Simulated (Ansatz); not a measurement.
The starting structures come from a database of crystals and need not be the phases stable at ambient conditions.

 Where the default PAW files enter, the runs use the earlier of Ansatz's two default sets.

Inside the gap of an insulator the Bloch states are evanescent, with a wavenumber k + iκ along the transport direction.

Given:

```
CaH2O2
1.0
    3.58629     0.00000     0.00000
    0.00000     4.77481     0.00000
    1.79314     0.00000     3.10582
Ca H O
1 2 2
Direct
  0.00000   0.00000   0.00000
  0.66667   0.44304   0.66667
  0.33333   0.55696   0.33333
  0.66667   0.23965   0.66667
  0.33333   0.76035   0.33333
```

Space group of this cell: P-3m1. The cell was relaxed by PBE-D3(BJ); by PBEsol its mean pressure is -0.8 GPa.

Transport runs along the normal of the first two printed cell vectors, the (100) plane of the conventional cell.

No gap correction and no spin-orbit coupling; mid-gap values are interpolated between computed energies.

Q: Compute, with PBEsol (Ansatz, a quantum-chemistry and plane-wave program), the band gap and the smallest decay constant κ at mid-gap.

A: Gap 4.15 eV on a 10×6×10 mesh; κ = 0.352 1/Å, at the zone centre.
